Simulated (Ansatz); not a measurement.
Ca3GeN (Pm-3m), PBEsol, DFPT electron-phonon coupling, linearised Boltzmann equation in Ansatz (a program for electronic structure): phonon-limited resistivity 68.4 μΩ·cm at 300 K, current-weighted mean free path 3.6 nm, Drude plasma energy 2.86 eV.

Estimate the resistivity of a 20 nm square wire with diffuse walls from ρ ≈ ρ₀(1 + 3ℓ/4d).

1 + 0.75 × 3.6/20 = 1.14, so ρ ≈ 77.6 μΩ·cm and a line 1 μm long has 1940 Ω. The formula is the free-electron limit for d well above ℓ; grain boundaries add to it.

What is the classical skin depth at 100 GHz (nonmagnetic, μ₀ = 1.257×10⁻⁶ H/m)?

δ = √(ρ/(π f μ₀)) = 1320 nm.

What Drude relaxation time do resistivity and plasma energy imply?

ω_p = 4.35e15 s⁻¹, so τ = 1/(ε₀ ω_p² ρ) = 8.75 fs, a damping ħ/τ of 75.3 meV.

A metal at this level (no band gap). Only scattering by harmonic phonons is included (no impurities, grain boundaries, electron-electron scattering or thermal expansion). Spin-orbit coupling is left out. Halving the electron mesh (20x20x20) moves the resistivity by up to 1 % at 300 K, the mean free path by up to 9 %. Smearing 0.20 eV; phonons on a 3x3x3 q mesh, which this run doesn't test.

Formula and space group known from diffraction (Crystallography Open Database), not checked to be the room-temperature form: Ca3GeN (Pm-3m).
